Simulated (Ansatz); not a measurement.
Co on the Ga site (Co_Ga) in wurtzite GaN, relaxed from two starting moments at each charge below.

Level of theory: PBE, PAW (plane waves to 420 eV; Ansatz, a program for electronic structure). Set-up: 96-site cell; 2×2×2 shifted k-points; start: the Ga site; host gap 1.71 eV; charged states image-corrected; no Hubbard U; not converged in cell size; flagged in the runs: a host whose relaxation on this sampling wasn't shown to rest.

At charge +1 the runs end with 1.0 and 5.0 μB. The state with 1.0 μB lies 0.16 eV below the one with 5.0 μB.
